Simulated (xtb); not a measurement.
xtb 6.7.1, GFN2-xTB: W(O)(S)(OH)(Me) ([CH3][W](=[O])([OH])=[S]), 9 atoms. The geometry is a generated start, not checked to be a minimum at this level.

- run flags = --grad
- method = GFN2-xTB
- --acc = 1 (default)
- --etemp (K) = 300 (default)
- basis functions = 36
- valence electrons = 32

```xyz
9

W      0.8910    -0.1153    -0.2249
O      1.9746     0.6554     0.8011
S      1.2039    -2.2765    -0.0738
O      0.5195     0.4376    -1.9227
H      0.4286     0.7744    -2.8245
C     -0.9829     0.1038     0.8970
H     -1.2240     1.1532     1.1381
H     -0.9587    -0.4317     1.8639
H     -1.8520    -0.3009     0.3457
```

Charge 0 and multiplicity 1 are set for this test and not shown to be the ground state.

One run each on 1 thread. Values of broydamp tried: 0.02, 0.05, 0.1, 0.2, 0.4 (default), 0.6, 0.8, 1.

Question: Which value of broydamp needs the fewest SCC iterations, and what happens away from it?

Answer: Fewest SCC iterations, within one of each other: 0.1 with 24, 0.2 with 25, 0.4 (default) with 25. The count rises to 43 at 1. All converge to one solution.

```tsv
broydamp	SCC iterations	end
0.02	34	same solution
0.05	29	same solution
0.1	24	same solution
0.2	25	same solution
0.4 (default)	25	same solution
0.6	29	same solution
0.8	32	same solution
1	43	same solution
```
